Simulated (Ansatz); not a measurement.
Input and output of a self-consistent single point for MgTi (P3m1, 6 atoms in the cell) (Ansatz, a quantum-chemistry and plane-wave program).

Level of theory: PBEsol, default PAW files made with PBE (plane waves; Ansatz).

```
MgTi
1.0
    2.98510     0.00000     0.00000
   -1.49255     2.58517     0.00000
    0.00000     0.00000    15.14767
Mg Ti
3 3
Direct
  0.00000   0.00000   0.99430
  0.66667   0.33333   0.50927
  0.00000   0.00000   0.33203
  0.66667   0.33333   0.82125
  0.00000   0.00000   0.67766
  0.66667   0.33333   0.16549
```

Reference input (self-consistent single point, DFT, PBEsol, plane waves, default PAW files made with PBE): kpoints.mp_grid.grid = 9 9 2; hamiltonian.xc = pbesol; hamiltonian.pseudopotentials = {kind: paw} (the program's default PAW files); scf.occupations.method = gaussian; scf.occupations.width = 0.1 eV. This run's input differs from it in these lines:

Ansatz 0.2 input:
```diff
@@ -14,3 +14,3 @@
   mp_grid:
-    grid: [9, 9, 2]
+    grid: [10, 10, 2]
 hamiltonian:
```

Output (repeated stretches shortened):

```
SCF iter   1: F=—  HF=-13157.076723 eV  |F-HF|=—  |Δ(HF+E_count)|=         —  Δρ=1.06e-2  dr2=1.28e0  ethr=1.77e-3  ⟨swp⟩=5.7  Hψ=4013  notcnv=0
all-band conjugate gradients solve this SCF's bands
preconditioner: auto → Kerker (q_TF=auto, 2.480 Å⁻¹)
SCF iter   2: F=—  HF=-13157.049388 eV  |F-HF|=—  |Δ(HF+E_count)|=   2.73e-2  Δρ=5.04e-3  dr2=2.82e-1  ethr=1.77e-3  ⟨swp⟩=1.8  Hψ=1378  notcnv=0  defer=1
   [... lines left out ...]
SCF iter   5: F=—  HF=-13157.036686 eV  |F-HF|=—  |Δ(HF+E_count)|=   2.87e-5  Δρ=7.16e-5  dr2=1.03e-5  ethr=2.31e-7  ⟨swp⟩=2.0  Hψ=1826  notcnv=0  defer=16
SCF iter   6: F=—  HF=-13157.036669 eV  |F-HF|=—  |Δ(HF+E_count)|=   1.77e-5  Δρ=2.25e-5  dr2=2.29e-6  ethr=1.56e-8  ⟨swp⟩=2.1  Hψ=1861  notcnv=0  defer=19
SCF iter   7: F=—  HF=-13157.036668 eV  |F-HF|=—  |Δ(HF+E_count)|=   2.34e-7  Δρ=8.06e-6  dr2=1.38e-7  ethr=3.47e-9  ⟨swp⟩=2.0  Hψ=1207  notcnv=0  defer=19
SCF iter   8: F=-13157.036668 eV  HF=-13157.036668 eV  |F-HF|=1.69e-8  |Δ(HF+E_count)|=   2.94e-8  Δρ=1.85e-6  dr2=1.90e-8  ethr=1.52e-10  ⟨swp⟩=8.7  Hψ=4433  notcnv=0
SCF 1 converged in 8 iterations: F = -13157.036668 eV  dr2 = 1.90e-8
Free energy (F): -13157.036668 eV
Internal energy: -13157.011718 eV  (E = F + TS)
E sigma→0 (E₀):  -13157.024193 eV
Entropy (-TS):   -0.024951 eV (-4.158 meV/atom)
Fermi energy:    9.102302 eV
--- Forces (eV/Å), atoms counted from 1 ---
  atom   1  Mg     0.00000000     0.00000000    -0.03781478
  atom   2  Mg     0.00000000    -0.00000000     0.03230143
  atom   3  Mg    -0.00000000     0.00000000    -0.02031945
  atom   4  Ti     0.00000000    -0.00000000    -0.06580914
  atom   5  Ti     0.00000000     0.00000000     0.11510262
  atom   6  Ti    -0.00000000    -0.00000000    -0.02344105
--- Stress (GPa, compression-positive) ---
       -1.906674      -0.000000       0.000000
        0.000000      -1.906674      -0.000000
        0.000000      -0.000000      -2.140997
  P = ⅓ Tr σ = -1.9848 GPa (-19.848 kbar)
  The stress holds the Pulay correction. Without it, at fixed plane waves, as pw.x and ABINIT print it: P = -1.9900 GPa
```

The run converged in 8 iterations. Against the reference run the free energy drops by 1.1 meV/atom, the pressure hardly changes (-1.96 to -1.98 GPa) and the largest force goes from 0.126 to 0.115 eV/Å.

The starting cell comes from a database of computed structures (which also holds hypothetical and non-ambient phases and stackings), without a prior relaxation at this level. Spin polarisation is off. Ansatz's pressure includes its estimate of the finite-basis (Pulay) stress.
